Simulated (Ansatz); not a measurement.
Start from CuAu$_{3}$ in the Cu3Au type structure (space group Pm-3m, No. 221; a = 3.974 Å).

Levels (all Ansatz, a quantum-chemistry and plane-wave program, PAW): PBEsol (420 eV, without spin-orbit coupling); PBEsol+SOC (420 eV, with spin-orbit coupling).

The geometry is relaxed with PBEsol.

| Quantity | Result |
|---|---|
| PBEsol pressure | 0.0 GPa |

With PBEsol+SOC at the same geometry, the pressure goes from zero to -1.3 GPa.

Single points use the geometry relaxed with PBEsol. The spin-orbit shifts are approximate. Stability against distortions was not tested. The runs without spin-orbit coupling are not spin-polarised.
